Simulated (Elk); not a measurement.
A self-consistent single point of Na (Im-3m, 1 atom in the cell) with Elk.

Method: Elk with PBEsol, all-electron FP-LAPW, Elk's shipped species files, default APW+lo basis.

```
CELL_PARAMETERS angstrom
     -2.08298     2.08298     2.08298
      2.08298    -2.08298     2.08298
      2.08298     2.08298    -2.08298
ATOMIC_POSITIONS crystal
  Na 0.00000 0.00000 0.00000
```

Reference input (self-consistent single point, DFT, PBE, all-electron FP-LAPW, Elk's shipped species files, default APW+lo basis): xctype = 20; swidth = 0.00367493 Ha; ngridk = 8 8 8; maxscl = 100. This run's input differs from it in these lines:

```diff
@@ -4,3 +4,3 @@
 xctype
-  20
+  22
```

The program printed (abridged):

```
│ Self-consistent loop started │
│ Loop number : 1 │
 total energy                :     -162.083377645
│ Loop number : 2 │
 total energy                :     -162.083456966
RMS change in Kohn-Sham potential (target) :    1.020479628     (  0.1000000000E-05)
Absolute change in total energy (target)   :   0.7932063932E-04 (  0.1000000000E-03)
│ Loop number : 3 │
 total energy                :     -162.078364048
RMS change in Kohn-Sham potential (target) :   0.5156951092     (  0.1000000000E-05)
Absolute change in total energy (target)   :   0.5073087653E-02 (  0.1000000000E-03)
│ Loop number : 4 │
   [... lines left out ...]
Absolute change in total energy (target)   :   0.2674597550E-03 (  0.1000000000E-03)
│ Loop number : 10 │
 total energy                :     -162.066077176
RMS change in Kohn-Sham potential (target) :   0.5672584992E-05 (  0.1000000000E-05)
Absolute change in total energy (target)   :   0.7263066217E-04 (  0.1000000000E-03)
│ Loop number : 11 │
 total energy                :     -162.066070239
RMS change in Kohn-Sham potential (target) :   0.3212675768E-06 (  0.1000000000E-05)
Absolute change in total energy (target)   :   0.2509551396E-04 (  0.1000000000E-03)
Convergence targets achieved

│ Loop number : 12 │

Energies :
 Fermi                       :     0.127168090490E-01
 total energy                :     -162.066069589

Density of states at Fermi energy :    17.00060928
 (states/Hartree/unit cell)

Estimated indirect band gap :   0.9478349721E-02
 from k-point      9 to k-point      8
Estimated direct band gap   :   0.1407945386
 at k-point      9

Charges :
 core                        :    2.000000000
 valence                     :    9.000000000
 interstitial                :   0.9559868377
 muffin-tins (core leakage)
  species :    1 (Na)
   atom    1                 :    10.04401316     (   0.000000000    )
 total in muffin-tins        :    10.04401316
 total calculated charge     :    10.99966511
 total charge                :    11.00000000
 error                       :   0.3348943713E-03

│ Self-consistent loop stopped │
```

The run converged in 12 iterations. The count includes the last loop, which Elk runs after its targets are met. 

The starting cell comes from a database of computed structures (which also holds hypothetical and non-ambient phases and stackings), without a prior relaxation at this level. Its lattice was rescaled by a random factor within 2.5 % of one. Values depend on the basis (sphere radii, cutoffs, local orbitals), which need not be converged. The log's line on a gap gives a spacing of levels on this mesh, which the program prints for metals too.
